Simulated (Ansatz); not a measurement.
## Cs2CaBr4: pressure series

Base system: Cs2CaBr4 (space group I4/mmm, No. 139; a = 5.6095 Å, c = 17.7695 Å; a cell from a computed database, its experimental status unchecked).

Cell and atoms are relaxed at each pressure.

All numbers come from PBEsol/PAW in Ansatz (a program for electronic structure), no spin-orbit coupling.

Computed cases, in order: pressure −1 GPa; 0 GPa (base); pressure 1.8 GPa; pressure 4.2 GPa; pressure 9 GPa; pressure 18 GPa; pressure 30 GPa; pressure 45 GPa; pressure 60 GPa.

Problem. Between which two neighbouring cases does the gap turn between direct and indirect?

Solution. Between pressure 1.8 GPa (4.53 eV, indirect, X → Γ) and pressure 4.2 GPa (4.41 eV, direct at Γ). The whole series: pressure −1 GPa: 4.17 eV, indirect, X → Γ; 0 GPa (base): 4.36 eV, indirect, X → Γ; pressure 1.8 GPa: 4.53 eV, indirect, X → Γ; pressure 4.2 GPa: 4.41 eV, direct at Γ; pressure 9 GPa: 4.10 eV, direct at Γ; pressure 18 GPa: 3.62 eV, direct at Γ; pressure 30 GPa: 3.07 eV, direct at Γ; pressure 45 GPa: 2.49 eV, direct at Γ; pressure 60 GPa: 1.96 eV, direct at Γ.

Load acts through the strain it causes; cell and atoms are relaxed under it. Whether these cells are dynamically stable was not tested. No other phases were tried under pressure.
